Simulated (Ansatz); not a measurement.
The parent structure is ZrB2 (space group P6/mmm, No. 191; a = 3.171 Å, c = 3.542 Å; relaxed with 0.1 eV smearing).

The values are results of plane-wave PAW DFT at the PBE level (Ansatz, a first-principles code, 420 eV), spin-orbit coupling left out, not measurements.

Strains are applied to the cell and any free atomic positions relax.

One change was made to it. Results:

| quantity | base | after |
|---|---|---|
| energy relative to the base (free energy F) | 0 meV/atom | +57 meV/atom |
| band gap | zero | zero |

**Question.** Name the change that was made.
A. isotropic strain −1.00 %
B. isotropic strain +1.50 %
C. isotropic strain −1.50 %
D. isotropic strain +3.00 %
E. isotropic strain −0.50 %

**Answer.** D, isotropic strain +3.00 %. For comparison, the energy relative to the base in the other runs: isotropic strain −1.50 % gives +16 meV/atom; isotropic strain +1.50 % gives +15 meV/atom; isotropic strain −0.50 % gives +1.7 meV/atom; isotropic strain −1.00 % gives +7.1 meV/atom.

Whether these cells are dynamically stable was not tested. The final runs are not spin-polarised.
